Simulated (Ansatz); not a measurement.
The parent structure is Pt in the fcc (Cu type) structure (space group Fm-3m, No. 225; relaxed with 0.1 eV smearing).

```
CELL_PARAMETERS angstrom
      0.00000     1.94769     1.94769
      1.94769     0.00000     1.94769
      1.94769     1.94769     0.00000
ATOMIC_POSITIONS crystal
  Pt 0.00000 0.00000 0.00000
```

Cartesian axes are those of the cell as printed.

Level of theory: plane-wave PAW DFT at the LDA level (Ansatz, a program for electronic structure, 420 eV), no spin-orbit coupling.

Base values:

The volume per atom is 14.78 Å³.

Perturbation: biaxial strain +1.67 %, plane normal [111], relaxed out of plane (Cartesian); in-plane vectors clamped, the third vector and the atoms free.

Task: What happens to the volume per atom?

Result: The volume per atom rises by 0.217 Å³, from 14.78 Å³ to 14.99 Å³.

Stability against distortions was not tested. The final runs are not spin-polarised.
